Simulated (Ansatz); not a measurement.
The reference is TiSi2 (space group Cmcm, No. 63; a = 3.546 Å, b = 13.565 Å, c = 3.580 Å).

(Cell as relaxed with PBE.)

Levels (all Ansatz, a first-principles code, PAW, earlier PAW set): PBE (420 eV, without spin-orbit coupling); r2SCAN (500 eV, no spin-orbit coupling).

Each level relaxes its own structure.

```
quantity                   PBE  r2SCAN
---------------  -------------  ------
volume per atom       14.35 Å³       …
space group      Cmcm (No. 63)       …
band gap                  zero       …
```

Q: What does r2SCAN give?

A: 
- volume per atom, r2SCAN: 14.17 Å³
- space group, r2SCAN: Cmcm (No. 63)
- band gap, r2SCAN: zero

PBE's volume per atom lies 0.18 Å³ above r2SCAN's (1.2 %); the two agree on the space group and band gap. Neither level is exact; r2SCAN is the comparison here, not a measurement.

No phonon test of stability was made. All final runs are without spin polarisation.
